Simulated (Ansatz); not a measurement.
## A computed series for CdSe: response to strain

Base system: CdSe in the zinc blende structure (space group F-43m, No. 216; a = 6.1332 Å). Axes: x, y, z lie along the cube axes.

Strains are applied to the cell and any free atomic positions relax; under biaxial strain the out-of-plane vector relaxes too.

All numbers come from Kohn–Sham DFT with the r2SCAN functional, run in Ansatz (a program for electronic structure) with PAW and 500 eV plane waves, scalar-relativistic without spin-orbit coupling.

| biaxial strain, plane normal [001], relaxed out of plane (%) | band gap (eV) |
|---|---|
| 0 | 1.04 |
| 0.5 | 1.01 |
| 1 | 0.98 |
| 1.5 | 0.95 |
| 2 | ? |
| 2.5 | 0.89 |
| 3 | 0.87 |

Q: Fit E_g = E₀ + Dε (ε in %) to the rows shown and predict the withheld row.

A: Least squares on the printed values gives E₀ = 1.04 eV, D = -57.6 meV per % of strain (largest residual 0.00 eV); this predicts 0.92 eV, and the run gives 0.92 eV, in agreement.

Whether these cells are dynamically stable was not tested.
